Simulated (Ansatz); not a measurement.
For SrAl2 (Fd-3m), PBEsol, DFPT electron-phonon coupling, linearised Boltzmann equation run with Ansatz (an electronic-structure program) gives a transport coupling λ_tr = 0.418 and a Drude plasma energy ħω_p = 5.17 eV.

Q: Estimate the resistivity at 300 K from the high-temperature formula ρ = 2π λ_tr k_B T / (ħ ε₀ ω_p²), and say how the full Boltzmann solution compares.

A: The scattering rate is 1/τ = 2π λ_tr k_B T/ħ = 1.03e14 s⁻¹ and ω_p = 7.85e15 s⁻¹, so ρ ≈ 18.9 μΩ·cm. The Boltzmann solution gives 18.0 μΩ·cm, 0.95 times the estimate.

A metal at this level (no band gap). Only scattering by harmonic phonons is included (no impurities, grain boundaries, electron-electron scattering or thermal expansion). Spin-orbit coupling is left out. Halving the electron mesh (20x20x20) moves the resistivity by up to 1 % at 300 K, the coupling by up to 1 %. Smearing 0.20 eV; phonons on a 3x3x3 q mesh, which this run doesn't test.

Computed structure, not matched to a measured one here, so possibly hypothetical: SrAl2 (Fd-3m).
